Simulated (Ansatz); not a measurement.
Take ZnSe in the zinc blende structure (space group F-43m, No. 216; a = 5.6335 Å) as the base.

Levels (all Ansatz, an electronic-structure program, PAW): PBEsol (420 eV, no spin-orbit coupling); PBEsol+SOC (420 eV, noncollinear with spin-orbit coupling).

The geometry is relaxed with PBEsol.

| Property | Value |
|---|---|
| PBEsol electron mass | 0.091 mₑ (at Γ) |
| PBEsol lowest conduction level above the VBM at special points | Γ 1.24 eV; L 2.48 eV; X 2.80 eV; U 3.46 eV |
| PBEsol width of the top valence band | 2.79 eV |

How does going to PBEsol+SOC change the hole mass, electron mass, lowest conduction level above the VBM at special points and width of the top valence band?

The hole mass (degenerate bands, along [100]) is 0.12, 0.56 mₑ (at Γ); the electron mass goes from 0.091 mₑ (at Γ) to 0.090 mₑ (at Γ); the lowest conduction level above the VBM at special points becomes Γ 1.11 eV; L 2.35 eV; X 2.68 eV; U 3.33 eV (PBEsol: Γ 1.24 eV; L 2.48 eV; X 2.80 eV; U 3.46 eV); the width of the top valence band goes up by 0.09 eV to 2.88 eV. The threefold valence maximum splits by Δso ≈ 0.39 eV.

Single points use the geometry relaxed with PBEsol. The spin-orbit shifts are approximate. The levels and masses belong to the bands next to the band gap. Masses are band curvatures over ±0.01 Å⁻¹ around the edge. Stability against distortions was not tested.
